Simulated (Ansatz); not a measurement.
Take CdTe in the zinc blende structure (space group F-43m, No. 216) as the base.

```yaml
crystal:
  lattice:
    - [0.00000, 3.27881, 3.27881]
    - [3.27881, 0.00000, 3.27881]
    - [3.27881, 3.27881, 0.00000]
  atoms:
    - { symbol: Te, position: [0.75000, 0.75000, 0.75000] }
    - { symbol: Cd, position: [0.00000, 0.00000, 0.00000] }
```

Cartesian axes are those of the cell as printed.

The values are results of r2SCAN (Ansatz, a quantum-chemistry and plane-wave program), no SOC, not measurements.

Before the change:

```
Quantity            Result
-------------  -----------
Gap character  direct at Γ
```

Perturbation: a pure shear with ε_xy = ε_yx = -0.0240; the atoms relax in the strained cell.

How does this affect the largest internal atomic displacement?

The largest internal atomic displacement comes out as 0.031 Å.

Predict the new stress.

The stress (xx, yy, zz, yz, xz, xy; compression positive) is (0.00, 0.00, -0.02, 0.00, 0.00, 0.95) GPa.

Estimate the effect on the gap character.

The gap character stays direct at Γ.

Spin-orbit coupling, missing from the scalar runs, can matter with Te. Stability against distortions was not tested. k-point labels follow each cell's own Brillouin zone.
